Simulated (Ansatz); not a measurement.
The starting structures come from a database of crystals and need not be the phases stable at ambient conditions.

 Where the default PAW files enter, the runs use the earlier of Ansatz's two default sets.

By PBEsol, the system below comes out a metal.

A figure of merit of an interconnect metal is its ballistic conductance per area.

Data:

```
CELL_PARAMETERS angstrom
      5.59753     0.00000     0.00000
      0.00000     5.59992     0.00000
      2.79876     0.00000     5.40118
ATOMIC_POSITIONS crystal
  Co 0.38310 0.00000 0.23380
  Co 0.61690 0.00000 0.76620
  Co 0.11690 0.50000 0.76620
  Co 0.88310 0.50000 0.23380
  Ge 0.34106 0.65894 0.00000
  Ge 0.65894 0.34106 0.00000
  Ge 0.15894 0.15894 0.00000
  Ge 0.84106 0.84106 0.00000
  Ge 0.00166 0.75000 0.50000
  Ge 0.99834 0.25000 0.50000
  Ge 0.49834 0.25000 0.50000
  Ge 0.50166 0.75000 0.50000
```

Space group of this cell: Cmce. The cell is taken as given; by PBEsol its mean pressure is -1.0 GPa.

The current flows along the normal of the first two printed cell vectors. No spin-orbit coupling; the value is a mean over 0.1 eV about the Fermi level.

### Question
Estimate the ballistic conductance per area that PBEsol in Ansatz (an electronic-structure program) returns for this system.

### Answer
0.19 × 10¹⁵ S/m² for both spins.
